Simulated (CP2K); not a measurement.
Band structure of HfAsPd (P-62m, 9 atoms in the cell).

```yaml
crystal:
  lattice:
    - [6.74004, 0.00000, 0.00000]
    - [-3.37002, 5.83705, 0.00000]
    - [0.00000, 0.00000, 3.96172]
  atoms:
    - { symbol: Hf, position: [0.59545, 0.00000, 0.00000] }
    - { symbol: Hf, position: [0.40455, 0.40455, 0.00000] }
    - { symbol: Hf, position: [0.00000, 0.59545, 0.00000] }
    - { symbol: As, position: [0.33333, 0.66667, 0.50000] }
    - { symbol: As, position: [0.66667, 0.33333, 0.50000] }
    - { symbol: As, position: [0.00000, 0.00000, 0.00000] }
    - { symbol: Pd, position: [0.26393, 0.00000, 0.50000] }
    - { symbol: Pd, position: [0.73607, 0.73607, 0.50000] }
    - { symbol: Pd, position: [0.00000, 0.26393, 0.50000] }
```

Method: CP2K with LDA (Pade form), GPW, DZVP-MOLOPT-SR-GTH basis, GTH-PADE potentials (GTH_POTENTIALS).

Settings: CUTOFF = 500 Ry; REL_CUTOFF = 50 Ry; SMEAR/METHOD = MARZARI_VANDERBILT; SIGMA = 0.1 eV; KPOINTS/SCHEME = MONKHORST-PACK 3 3 4; GAMMA_CENTERED = T; XC_FUNCTIONAL = PADE; Hf/BASIS_SET = DZVP-MOLOPT-SR-GTH-q12; Hf/POTENTIAL = GTH-PADE-q12; As/BASIS_SET = DZVP-MOLOPT-SR-GTH-q5; As/POTENTIAL = GTH-PADE-q5; Pd/BASIS_SET = DZVP-MOLOPT-SR-GTH-q18; Pd/POTENTIAL = GTH-PADE-q18; METHOD = GPW.

The starting cell comes from a database of computed structures (which also holds hypothetical and non-ambient phases and stackings), without a prior relaxation at this level. Spin-orbit coupling is off. Spin polarisation is off; with an odd number of electrons in the cell that forces a metal, and a magnetic state may lie lower. Values carry the incompleteness of an atom-centred basis.

Levels in eV from the Fermi level, bands 50 to 55:
```
point     50     51     52     53     54    55
-----  -----  -----  -----  -----  -----  ----
Γ      -1.21  -1.21  -0.34  -0.01  -0.01  0.01
M      -1.14  -1.11  -0.97  -0.85   0.14  0.96
K      -1.30  -1.01  -1.01  -0.80  -0.42  1.14
A      -2.32  -2.30   0.24   0.24   0.53  0.53
L      -2.70  -1.46  -0.47   0.75   0.82  1.02
H      -2.82  -1.49  -0.26   0.81   0.81  1.11
```

Bands cross the Fermi level along this path, so the cell is metallic at this level.

Higher empty bands are left out: an atom-centred basis made for the valence describes them poorly.
